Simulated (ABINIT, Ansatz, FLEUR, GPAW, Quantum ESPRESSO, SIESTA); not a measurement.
CaF (P6_3mc, 4 atoms in the cell) computed with different codes at matched settings

Self-consistent single point, at a second geometry (lattice scaled by 0.98). First geometry:

```xyz
4
Lattice="3.9532 0.0000 0.0000 -1.9766 3.4236 0.0000 0.0000 0.0000 6.4364" Properties=species:S:1:pos:R:3 pbc="T T T"
Ca     0.0000     2.2824     6.4356
Ca     1.9766     1.1412     3.2174
F      0.0000     2.2824     2.4144
F      1.9766     1.1412     5.6326
```

Shared settings, as Ansatz (a program for electronic structure) writes them: kpoints.mp_grid.grid = 13 13 7; scf.occupations.method = gaussian; scf.occupations.width = 0.01 Ry. Potentials and cutoffs stand in the table.

| code | model | ΔF from the first geometry (meV/atom) | pressure (GPa) | largest force (eV/Å) | cutoff |
|---|---|---|---|---|---|
| SIESTA | GGA PBEsol, numerical atomic orbitals DZP, PseudoDojo PBEsol standard norm-conserving potentials (rewritten from UPF to PSML) | 25.6 | 5.27 | 0.107 | grid 400 Ry |
| ABINIT | PBEsol, norm-conserving pseudopotentials (PseudoDojo nc-sr-04 PBEsol standard) | -3.1 | 0.92 | 0.010 | 42 Ha |
| Quantum ESPRESSO | PBEsol, GBRV 1.5 ultrasoft (PBESOL) pseudopotentials | -2.5 | 0.82 | 0.010 | 40 Ry |
| FLEUR | PBEsol, all-electron FLAPW (FLEUR), scalar-relativistic valence | – | – | 0.012 | Kmax 3.9 1/bohr |
| Ansatz | PBEsol, PAW files made with PBE | -2.4 | 0.85 | 0.010 | default |
| GPAW | PBEsol, GPAW PAW datasets PBEsol (made by gpaw-setup) | -0.4 | – | 0.012 | 950 eV |

A dash marks a value that a program does not give, or that is left out as unsure.

No clean gap comes from SIESTA, ABINIT, Quantum ESPRESSO, Ansatz and GPAW: levels at the Fermi energy touch, overlap or are partly filled at this smearing.

The spread over the programs that give each value: ΔF from the first geometry within 28.7 meV/atom; pressure within 4.45 GPa; largest force within 0.097 eV/Å.

SIESTA uses small atom-centred bases, whose incompleteness enters pressures, forces and empty levels differently from a plane-wave cutoff. FLEUR treats all electrons, but the usual bases taken here (sphere radii, linearisation, local orbitals, empty states) were not tested for convergence, so the values are no reference for the others. Ansatz's pressure is given at a fixed set of plane waves, as the other plane-wave codes print theirs; with its correction for the finite basis it is 1.03 GPa. The pressure of GPAW is left out: its cutoff lies under the one at which its stress was checked. In the pressure, SIESTA (by 4.41) lies more than 1 GPa from the median of the plane-wave programs. In the force vectors, SIESTA (by 0.097) lies more than 0.08 eV/Å from the median of the plane-wave programs.

The starting cell comes from a database of computed structures (which also holds hypothetical and non-ambient phases and stackings), without a prior relaxation at this level. For this run, on top of that: lattice scaled by 0.98.

Left out of this page: CP2K and Elk (unsound by tests on forces, stress, charge or solver warnings).

Keys are those of Ansatz 0.2.
